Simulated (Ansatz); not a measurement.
We consider TiAl3 (I4/mmm, No. 139), described by PBE-D4 in Ansatz (plane waves, PAW).

Settings: plane-wave cutoff 520 eV, 20×20×20 k mesh, Fermi–Dirac smearing 0.05 eV, no spin polarisation, scalar-relativistic PAW data made under PBE.

Energies at three volumes about the minimum:

```
V (Å³/atom)  E − E_lowest (meV/atom)
-----------  -----------------------
15.155                          2.24
15.464                          0.00
15.773                          2.11
```

### Question
Fit a parabola by hand: where is the minimum, and what is the bulk modulus?

### Answer
Slopes: (0.00 − 2.24)/(15.464 − 15.155) = -7.249 and (2.11 − 0.00)/(15.773 − 15.464) = 6.828 meV/Å³. Curvature E″ = 2 × (6.828 − (-7.249))/(15.773 − 15.155) = 45.557 meV/Å⁶. From the middle of the first interval, the slope vanishes at V0 = 15.3095 − (-7.249)/45.557 = 15.469 Å³/atom. B = V0 E″ = 15.469 × 45.557 meV/Å³ × 0.1602 GPa per meV/Å³ = 113 GPa. The full Birch–Murnaghan fit to all volumes gives V0 = 15.464 Å³/atom and B0 = 113 GPa.

Shape and atoms are relaxed at each volume.

Measured, for comparison: equilibrium volume per atom 15.93 Å³/atom (temperature not stated, not corrected to a static lattice; as tabulated in P. Norby and A. Norlund Christensen, Acta Chemica Scandinavica A40, 157 (1986)). Computed less measured: equilibrium volume per atom -3.0 %.

Ansatz is a quantum-chemistry and plane-wave program.
